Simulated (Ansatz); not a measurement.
SiH2 on the (111) surface of germanium (2x2 Ge adatom at T4; a constructed slab, bottom: 4 H on 4 bottom sites), one in a cell of 57 Å², started at the site 'over Ge at depth 1.5 Å'

Computed with PBE (plane waves to 420 eV, PAW; Ansatz, an electronic-structure program).

Slab: 40 atoms, 13.7 Å thick at the start with caps and adatoms under the adsorbate (thin: gaps and levels are the slab's own); k 3x3x1, smearing 0.01 eV, dipole-corrected; 20 atoms held, the rest relaxed; no symmetry held; no spin (no spin-polarised run to compare, though such a face may carry moments), no spin-orbit, no U, no dispersion correction. The slab shows no gap over 0.04 eV on its mesh. At the end it is bonded to 2 Ge. In PBE it is, or lies within 0.03 eV of, the lowest of the starts that converged.

- energy of the end state, in which the adsorbate broke or entered a bond of the host, against SiH4(g) − H2(g) = -0.44 eV
- change of the step from the bottom to the top vacuum level, against the clean slab = -0.061 eV
- energy released by relaxation = 2.25 eV
- height of the binding atom over the mean of the host atoms within 0.3 Å of the top one = 0.610 Å
- largest move of a host atom = 0.84 Å
- caution = the clean host was not checked against rearrangement in a larger or rattled cell
- note = in the relaxation the adsorbate left its starting site by 0.7 Å
- cost = very roughly 30 core-minutes

A negative adsorption energy means that the adsorbate is more stable on the surface than in its reference.
